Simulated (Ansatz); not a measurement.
System: GaAs (model structure, started from the CsCl type, Pm-3m, No. 221, 2 atoms in the cell). Method: LDA (plane waves, PAW; Ansatz, a quantum-chemistry and plane-wave program).

Numerical settings: plane-wave cutoff 520 eV, 18×18×18 k mesh, Fermi–Dirac smearing 0.05 eV, scalar-relativistic PAW data made under PBE.

Cell (relaxed at this level):

```cif
data_AsGa
_chemical_formula_sum 'Ga1 As1'
_space_group_name_H-M_alt 'Pm-3m'
_space_group_IT_number 221
_space_group_name_Hall '-P 4 2 3'
_cell_length_a 3.28003
_cell_length_b 3.28003
_cell_length_c 3.28003
_cell_angle_alpha 90.000
_cell_angle_beta 90.000
_cell_angle_gamma 90.000
loop_
_atom_site_label
_atom_site_type_symbol
_atom_site_symmetry_multiplicity
_atom_site_Wyckoff_symbol
_atom_site_fract_x
_atom_site_fract_y
_atom_site_fract_z
_atom_site_occupancy
Ga1 Ga 1 a 0.00000 0.00000 0.00000 1
As1 As 1 b 0.50000 0.50000 0.50000 1
```

### Question
Estimate the bulk modulus B0 that the calculation returns.

### Answer

bulk modulus B0: 77.6 GPa

The run finds no gap.

Note: the bulk modulus is −V dP/dV from two relaxed cells at ±2 % in volume; the relaxation could raise the start's symmetry but not lower it, so the cell can be a saddle point.

The computed numbers hold no vibrational or temperature effects.

A model structure was made by putting elements into a prototype or built by hand; it is no filed structure, need not be a known phase, and can be a saddle point held by its symmetry.
